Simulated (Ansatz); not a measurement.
System: Si (P6₃/mmc, No. 194, 4 atoms in the cell; start mp-165; another form than the element's usual one). Method: LDA in Ansatz (PAW).

Run with plane-wave cutoff 520 eV, 12×12×6 k mesh (along the axes of the cell as run), Fermi–Dirac smearing 0.01 eV, scalar-relativistic PAW data made under PBE.

Cell (relaxed with PBEsol):

```cif
data_Si4
_chemical_formula_sum 'Si4'
_space_group_name_H-M_alt 'P 1'
_space_group_IT_number 1
_cell_length_a 3.82469
_cell_length_b 3.82469
_cell_length_c 6.32397
_cell_angle_alpha 90.000
_cell_angle_beta 90.000
_cell_angle_gamma 120.000
loop_
_space_group_symop_operation_xyz
  'x, y, z'
loop_
_atom_site_label
_atom_site_type_symbol
_atom_site_fract_x
_atom_site_fract_y
_atom_site_fract_z
_atom_site_occupancy
Si1 Si 0.33333 0.66667 0.06300 1
Si2 Si 0.66667 0.33333 0.93700 1
Si3 Si 0.66667 0.33333 0.56300 1
Si4 Si 0.33333 0.66667 0.43700 1
```

What does this level give for the band gap and smallest direct gap on the k points sampled?


- band gap = 0.31 eV (indirect)
- smallest direct gap on the k points sampled = 0.94 eV

Note: cell and atoms aren't relaxed at this level (pressure -1.6 GPa).

A start named mp-… is a Materials Project structure, which need not be a measured phase.

Ansatz is a quantum-chemistry and plane-wave program.
